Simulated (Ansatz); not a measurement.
```
CELL_PARAMETERS angstrom
     11.00000     0.00000     0.00000
      0.00000    11.00000     0.00000
      0.00000     0.00000     4.46010
ATOMIC_POSITIONS crystal
  Ti 0.50000 0.50000 0.00000
  Ti 0.50000 0.50000 0.50000
```

The numbers are results of PBE (plane waves to 420 eV, PAW; Ansatz, a first-principles code), not measurements. Mesh 1×1×66. Collinear spin, started with parallel moments, and moments remain. It repeats along c; a and b span vacuum. A model structure. Symmetry and one short period hold its shape; lower forms weren't sought. Pairing along the axis, which can open a gap, is among the distortions not tried. No Hubbard term is applied. Fermi–Dirac width 0.02 eV. Buckling under compression is shut out by symmetry and the short period.

**Question.** Say what this body is, and give its properties.

**Answer.** Free linear chain of Ti atoms. A hypothetical model.
```
Property                              Value
---------------------  --------------------
net spin moment            1.53 μB a period
PBE gap                none (under 0.01 eV)
work function (PBE)                 3.59 eV
axial stiffness dF/dε                 21 nN
```
